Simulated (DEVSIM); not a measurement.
Structure: abrupt GaP p-n junction, at 250 K.

Layer 1 from the left is GaP, thickness (μm) 6.60, Na (cm⁻³) 2e15, τn (s) 1.7e-7, τp (s) 1.7e-7. Layer 2 from the left is GaP, thickness (μm) 2.50, Nd (cm⁻³) 8.6e17, τn (s) 1.7e-7, τp (s) 1.7e-7.

Left contact: ohmic. Right contact: ohmic. Voltage is applied to the left contact. Recombination: SRH at mid-gap, Auger. Mobility is μmin + (μ − μmin)/(1 + (N/Nref)^α).

Constants are typed, rounded textbook-type inputs, not results; the design itself was drawn at random and stands for no fabricated device. Values at 300 K; Nc and Nv go as T^1.5, mobilities as T to minus their exponent, the gap by Varshni's rule with the affinity fixed.

GaP: gap (eV) 2.26, affinity (eV) 3.8, permittivity 11.1, Nc (cm⁻³) 1.8e19, Nv (cm⁻³) 1.9e19, μn (cm²/Vs) 250, μp (cm²/Vs) 150, μn,min 10, μp,min 10, Nref,n 4.4e18, Nref,p 1e18, αn 0.8, αp 0.85, T exponent of μn 1.6, T exponent of μp 1.98, Cn (cm⁶/s) 1e-30, Cp (cm⁶/s) 1e-30, Varshni α (eV/K) 0.00058, Varshni β (K) 372.

Question: Estimate by hand the built-in potential, the peak field at zero bias, the capacitance at -6 V, and compare with a numerical solution.

Answer: 
- Built-in potential: ni = √(Nc Nv) exp(−Eg/2kT) = 0.000149 cm⁻³ with Eg = 2.279 eV; Vbi = kT/q ln(Na Nd/ni²) = 2.028 V; numerical 2.028 V.
- Peak field at zero bias: depletion approximation: W = √(2εVbi/(qN)) = 1.12 μm with N = 2.00e15 cm⁻³; field = 2Vbi/W = 36300 V/cm; numerical 55600 V/cm (estimate below by 35 %).
- Capacitance at -6 V: C = √(qεN / 2(Vbi + |V|)) = 4.42 nF/cm²; numerical 4.44 nF/cm².

Simulated with DEVSIM: 1D drift-diffusion, Boltzmann statistics, complete ionisation; no tunnelling, impact ionisation, image-force lowering or self-heating.
